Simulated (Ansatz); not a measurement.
Consider the following.

```xyz
4
Lattice="1.6806 0.9703 4.5672 -1.6806 0.9703 4.5672 0.0000 -1.9406 4.5672" Properties=species:S:1:pos:R:3 pbc="T T T"
Na     0.0000     0.0000     0.0000
H      0.0000     0.0000     6.8508
F      0.0000     0.0000     7.9830
F      0.0000     0.0000     5.7185
```

No spin polarisation.

All numbers come from Kohn–Sham DFT with the r2SCAN functional, run in Ansatz (a quantum-chemistry and plane-wave program) with PAW and 500 eV plane waves, no spin-orbit coupling, earlier PAW set. Settings: 11×11×11 k-points, 0.05 eV Fermi–Dirac smearing.

**Question.** Predict the band gap.

**Answer.** 7.96 eV.

**Question.** What is the computed electron mass?

**Answer.** 0.62 mₑ (at Γ).

**Question.** Predict the smallest direct gap.

**Answer.** 8.06 eV.

**Question.** Predict the gap character.

**Answer.** Indirect, T → Γ.

Load acts through the strain it causes; cell and atoms are relaxed under it. Masses are band curvatures over ±0.01 Å⁻¹ around the edge. Stability against distortions was not tested. The cell was made from NaHF2 (space group R-3m, No. 166) by this change: pressure 1.5 GPa.
